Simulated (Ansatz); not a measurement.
**Electron-phonon data for ScRu$_{3}$C (Pm-3m)**

Here is the system:

```
Ru3ScC
1.0
    4.03194     0.00000     0.00000
    0.00000     4.03194     0.00000
    0.00000     0.00000     4.03194
Sc Ru C
1 3 1
Direct
  0.00000   0.00000   0.00000
  0.00000   0.50000   0.50000
  0.50000   0.00000   0.50000
  0.50000   0.50000   0.00000
  0.50000   0.50000   0.50000
```

Method: PBEsol, DFPT electron-phonon coupling, linearised Boltzmann equation (plane waves, PAW, scalar-relativistic; Ansatz, a first-principles code). How the cell was made: relaxed with this functional, without spin-orbit coupling.

```
Item                                                                                        Result
----------------------------------------------------------------------------------  --------------
resistivity at 300 K                                                                    17.7 μΩ·cm
electron mean free path at 300 K (weighted by the current that each state carries)          8.6 nm
Drude plasma energy                                                                         4.3 eV
Hall coefficient at 300 K                                                           34 ×10⁻¹¹ m³/C
```

A metal at this level (no band gap). Only scattering by harmonic phonons is included (no impurities, grain boundaries, electron-electron scattering or thermal expansion). Spin-orbit coupling is left out. Halving the electron mesh (20x20x20) moves the resistivity by up to 1 % at 300 K, the mean free path by up to 5 %. Smearing 0.20 eV; phonons on a 4x4x4 q mesh, which this run doesn't test and which matters most at low temperature.

Computed structure, not matched to a measured one here, so possibly hypothetical: ScRu3C (Pm-3m).
